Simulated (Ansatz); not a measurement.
The parent structure is MgO in the rock salt structure (space group Fm-3m, No. 225; a = 4.254 Å).

Level of theory: DFT with PBE, PAW potentials and a 420 eV plane-wave cutoff in Ansatz (a quantum-chemistry and plane-wave program), no SOC, earlier PAW set.

One change was made to it. Results:

The gap character stays direct at Γ; the electron mass becomes 0.35 mₑ (at Γ) (base: 0.34 mₑ (at Γ)); the volume per atom falls by 0.405 Å³ (9.63 Å³ → 9.22 Å³); the hole mass (degenerate bands, along [100]) becomes 0.40, 2.1, 2.1 mₑ (at Γ) (base: 0.38, 2.2, 2.2 mₑ (at Γ)).

Problem. Which of these changes matches the shifts?
(A) pressure 7 GPa
(B) pressure 50 GPa
(C) pressure 15 GPa

Solution. A, pressure 7 GPa. For comparison, the electron mass in the other runs: pressure 50 GPa gives 0.42 mₑ (at Γ); pressure 15 GPa gives 0.37 mₑ (at Γ).

Load acts through the strain it causes; cell and atoms are relaxed under it. Masses are band curvatures over ±0.01 Å⁻¹ around the edge. Stability against distortions was not tested. No other phases were tried under pressure.
